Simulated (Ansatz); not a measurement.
# BaLiF3 in the cubic perovskite structure (space group Pm-3m, No. 221; a cell from a computed database, its experimental status unchecked)

Space group Pm-3m (No. 221); a = 3.9585 Å, b = 3.9585 Å, c = 3.9585 Å, α = 90.00°, β = 90.00°, γ = 90.00°

```csv
atom,site,symmetry,x,y,z
Ba,1a,m-3m,0.0000,0.0000,0.0000
Li,1b,m-3m,0.5000,0.5000,0.5000
F,3c,4/mm.m,0.0000,0.5000,0.5000
```

Calculations: Kohn–Sham DFT with the PBEsol functional, run in Ansatz (an electronic-structure program) with PAW and 420 eV plane waves, without spin-orbit coupling. k-mesh 8×8×8 (Γ-centred); smearing 0.05 eV (Fermi–Dirac).

| Property | Value |
|---|---|
| Volume per atom | 12.41 Å³ |
| Density | 5.39 g/cm³ |
| Band gap | 6.62 eV, direct at Γ |
| Electron mass (degenerate bands, along [100]) | 0.49, 0.71 mₑ |
| Hole mass (degenerate bands, along [100]) | 0.93, 2.9, 2.9 mₑ |
| Lowest conduction-band minima above the VBM | Γ 6.62 eV; R along ⟨111⟩ 8.09 eV |
| Total energy | -1695.234 eV/atom (σ→0; compares only within this code and set-up) |

Masses are band curvatures over ±0.01 Å⁻¹ around the edge. Whether these cells are dynamically stable was not tested. Many cubic perovskites are stable only at high temperature; tilts and polar distortions were not tested.
